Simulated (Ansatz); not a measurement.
Ansatz (a program for electronic structure) run on TaB₂Mo (P1, 4 atoms in the cell): self-consistent single point.

Computed with PBEsol, PAW files made with PBE (plane waves; Ansatz).

```yaml
crystal:
  lattice:
    - [3.12205, 0.00000, 0.00000]
    - [0.00000, 1.61160, 4.28446]
    - [0.00000, -1.61160, 4.28446]
  atoms:
    - { symbol: Ta, position: [0.97703, 0.15645, 0.12691] }
    - { symbol: B, position: [0.51208, 0.55067, 0.55236] }
    - { symbol: B, position: [0.01548, 0.45260, 0.42874] }
    - { symbol: Mo, position: [0.49541, 0.84029, 0.89198] }
```

Reference input (self-consistent single point, DFT, LDA (PW92), plane waves, PAW files made with PBE): kpoints.mp_grid.grid = 7 7 7; hamiltonian.xc = lda; hamiltonian.pseudopotentials = {kind: paw} (an earlier, softer set of the program's PAW files); scf.occupations.method = fermi_dirac; scf.occupations.width = 0.0073 Ry. This run's input differs from it in these lines:

Ansatz 0.2 input:
```diff
@@ -14,3 +14,3 @@
 hamiltonian:
-  xc: lda
+  xc: pbesol
   pseudopotentials:
```

Output (repeated stretches shortened):

```
SCF iter   1: F=—  HF=-15018.865669 eV  |F-HF|=—  |Δ(HF+E_count)|=         —  Δρ=1.74e-1  dr2=2.95e1  ethr=3.10e-3  ⟨swp⟩=5.3  Hψ=16636  notcnv=0
all-band conjugate gradients solve this SCF's bands
preconditioner: auto → Kerker (q_TF=auto, 2.609 Å⁻¹)
SCF iter   2: F=—  HF=-15013.178944 eV  |F-HF|=—  |Δ(HF+E_count)|=    5.69e0  Δρ=4.81e-2  dr2=1.79e0  ethr=3.10e-3  ⟨swp⟩=3.1  Hψ=9086  notcnv=0  defer=2
   [... lines left out ...]
SCF iter   5: F=—  HF=-15012.804196 eV  |F-HF|=—  |Δ(HF+E_count)|=   9.14e-3  Δρ=1.09e-3  dr2=6.33e-4  ethr=1.47e-4  ⟨swp⟩=2.0  Hψ=5095  notcnv=0
SCF iter   6: F=—  HF=-15012.804054 eV  |F-HF|=—  |Δ(HF+E_count)|=   1.42e-4  Δρ=1.83e-4  dr2=2.00e-5  ethr=1.92e-6  ⟨swp⟩=2.1  Hψ=5242  notcnv=0
SCF iter   7: F=—  HF=-15012.804049 eV  |F-HF|=—  |Δ(HF+E_count)|=   4.87e-6  Δρ=3.91e-5  dr2=1.00e-6  ethr=6.05e-8  ⟨swp⟩=2.1  Hψ=5065  notcnv=0
SCF iter   8: F=-15012.804049 eV  HF=-15012.804049 eV  |F-HF|=3.60e-8  |Δ(HF+E_count)|=   2.17e-7  Δρ=8.09e-6  dr2=4.19e-8  ethr=3.03e-10  ⟨swp⟩=6.7  Hψ=17413  notcnv=0
SCF 1 converged in 8 iterations: F = -15012.804049 eV  dr2 = 4.19e-8
Free energy (F): -15012.804049 eV
Internal energy: -15012.756084 eV  (E = F + TS)
E sigma→0 (E₀):  -15012.780066 eV
Entropy (-TS):   -0.047965 eV (-11.991 meV/atom)
Fermi energy:    19.403130 eV
--- Forces (eV/Å), atoms counted from 1 ---
  atom   1  Ta     1.30453211    -0.98579411     1.59487185
  atom   2  B     -0.80944724    -0.03032958     0.85417515
  atom   3  B     -0.64569446    -0.87802431    -0.12236322
  atom   4  Mo     0.15061346     1.89417950    -2.32670750
--- Stress (GPa, compression-positive) ---
       -1.317780      -0.164700       1.660299
       -0.164700       1.703598      -3.424450
        1.660298      -3.424449       3.490184
  P = ⅓ Tr σ = 1.2920 GPa (12.920 kbar)
  The stress holds the Pulay correction. Without it, at fixed plane waves, as pw.x and ABINIT print it: P = 1.2066 GPa
```

The run converged in 8 iterations. Against the reference run the pressure goes from -4.36 to 1.29 GPa and the largest force goes from 2.862 to 3.004 eV/Å.

The starting cell comes from a database of computed structures (which also holds hypothetical and non-ambient phases and stackings), without a prior relaxation at this level. Its atoms were displaced at random from the sites of space group no. 38. Spin polarisation is off. Forces in this geometry exceed 1 eV/Å. Ansatz's pressure includes its estimate of the finite-basis (Pulay) stress.
